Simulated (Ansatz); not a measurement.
# Rh (space group P6_3/mmc, No. 194; a cell from a computed database, its experimental status unchecked)

```yaml
crystal:
  lattice:
    - [2.67511, 0.00000, 0.00000]
    - [-1.33756, 2.31671, 0.00000]
    - [0.00000, 0.00000, 8.73098]
  atoms:
    - { symbol: Rh, position: [0.00000, 0.00000, 0.00000] }
    - { symbol: Rh, position: [0.00000, 0.00000, 0.50000] }
    - { symbol: Rh, position: [0.33333, 0.66667, 0.25000] }
    - { symbol: Rh, position: [0.66667, 0.33333, 0.75000] }
```

Computed with PBEsol (Ansatz, an electronic-structure program, PAW, no spin-orbit coupling). Settings: 20×20×6 k-points, 0.05 eV Fermi–Dirac smearing.

| Item | Result |
|---|---|
| Volume per atom | 13.53 Å³ |
| Density | 12.63 g/cm³ |
| Band gap | zero |
| Total energy | -6338.726 eV/atom (σ→0; compares only within this code and set-up) |

Stability against distortions was not tested. All final runs are without spin polarisation. This is not the structure that Rh has at room temperature and ambient pressure.
